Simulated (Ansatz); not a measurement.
The reference is ZnO in the wurtzite structure (space group P6_3mc, No. 186; a = 3.235 Å, c = 5.211 Å). Axes: x lies along a and z along c of the hexagonal cell.

Computed with plane-wave PAW DFT at the r2SCAN level (Ansatz, a program for electronic structure, 500 eV), no spin-orbit coupling.

Before the change:

| Quantity | Value |
|---|---|
| Pressure | 0.00 GPa |

Perturbation: tensile biaxial strain of 0.51 % in the plane normal to [001], as in epitaxy on a mismatched substrate; the out-of-plane cell vector and the atoms relax.

Q: How does this affect the out-of-plane strain and pressure?

A: The out-of-plane strain is -0.52 %; the pressure (mean of the normal stresses, compression positive) goes from zero to -0.75 GPa.

Stability against distortions was not tested.
